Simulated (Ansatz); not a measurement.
The starting structures come from a database of crystals and need not be the phases stable at ambient conditions.

By PBEsol, the system below comes out a metal.

Without scattering a metal conducts by its projected Fermi surface.

Here is the system:

```
CELL_PARAMETERS angstrom
      3.11094     0.00000     0.00000
      0.00000     9.67859     0.00000
      1.55547     0.00000     2.69415
ATOMIC_POSITIONS crystal
  Ag 0.00000 0.50000 0.00000
  Ag 0.66667 0.73878 0.66667
  Ag 0.66667 0.26122 0.66667
  Sn 0.00000 0.00000 0.00000
```

Space group of this cell: P-6m2. The cell is taken as given; by PBEsol its mean pressure is -5.7 GPa.

The current flows along the normal of the first two printed cell vectors, the (100) plane of the conventional cell. No spin-orbit coupling; the value is a mean over 0.1 eV about the Fermi level.

### Question
Estimate the ballistic conductance per area that PBEsol (Ansatz, a quantum-chemistry and plane-wave program) returns for this system.

### Answer
0.87 × 10¹⁵ S/m² for both spins.
